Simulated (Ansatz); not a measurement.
# K2S under a change: biaxial strain +1.50 %, plane normal [001], relaxed out of plane

Take K₂S in the anti-fluorite structure (space group Fm-3m, No. 225; a = 7.336 Å) as the base. Axes: x, y, z lie along the cube axes.

One thing is altered: biaxial strain +1.50 %, plane normal [001], relaxed out of plane (Cartesian); in-plane vectors clamped, the third vector and the atoms free.

All numbers come from DFT with PBEsol, PAW potentials and a 420 eV plane-wave cutoff in Ansatz (a first-principles code), spin-orbit coupling left out. Γ-centred 8×8×8 mesh, Fermi–Dirac width 0.05 eV.

The volume per atom grows by 0.67 Å³ (32.90 Å³ → 33.57 Å³) and the space group goes from Fm-3m (No. 225) to I4/mmm (No. 139). The energy grows by 1.8 meV/atom and the pressure (mean of the normal stresses, compression positive) drops by 0.393 GPa, from 0.01 GPa to -0.39 GPa. The band gap decreases by 0.07 eV to 2.28 eV and the gap character amounts to indirect, X → Γ. The electron mass stays 0.35 mₑ (at Γ) and the out-of-plane strain comes out as -0.95 %. The ratio −ε⊥/ε∥ comes out as 0.63.

Final structure (turned so that z lies along the plane normal):

```yaml
crystal:
  lattice:
    - [5.26513, 0.00000, 0.00000]
    - [0.00000, 5.26513, 0.00000]
    - [2.63256, -2.63256, 3.63320]
  atoms:
    - { symbol: K, position: [0.75000, 0.75000, 0.50000] }
    - { symbol: K, position: [0.25000, 0.25000, 0.50000] }
    - { symbol: S, position: [0.00000, 0.00000, 0.00000] }
```

Effective masses come from finite differences of ±0.01 Å⁻¹. Whether these cells are dynamically stable was not tested. Labels are those of the standard path for the cell's own space group.
